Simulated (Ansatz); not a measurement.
The parent structure is Zr in the hcp (Mg type) structure (space group P6_3/mmc, No. 194; a = 3.1438 Å, c = 5.0928 Å; relaxed with 0.1 eV smearing). Axes: x lies along a and z along c of the hexagonal cell.

Computed with Kohn–Sham DFT with the LDA functional, run in Ansatz (a first-principles code) with PAW and 420 eV plane waves, no spin-orbit coupling.

Strains are applied to the cell and any free atomic positions relax.

One change was made to it. Results:

The energy rises by 0.4 meV/atom; the shortest interatomic distance drops by 0.022 Å to 3.105 Å.

Q: What was done to the base?
A. tensor shear ε_xz = +0.29 %
B. tensor shear ε_xz = +0.86 %
C. tensor shear ε_xz = +2.00 %
D. tensor shear ε_xz = +1.43 %

A: B, tensor shear ε_xz = +0.86 %. For comparison, the shortest interatomic distance in the other runs: tensor shear ε_xz = +0.29 % gives 3.120 Å; tensor shear ε_xz = +2.00 % gives 3.078 Å; tensor shear ε_xz = +1.43 % gives 3.091 Å.

No phonon test of stability was made. The final runs are not spin-polarised.
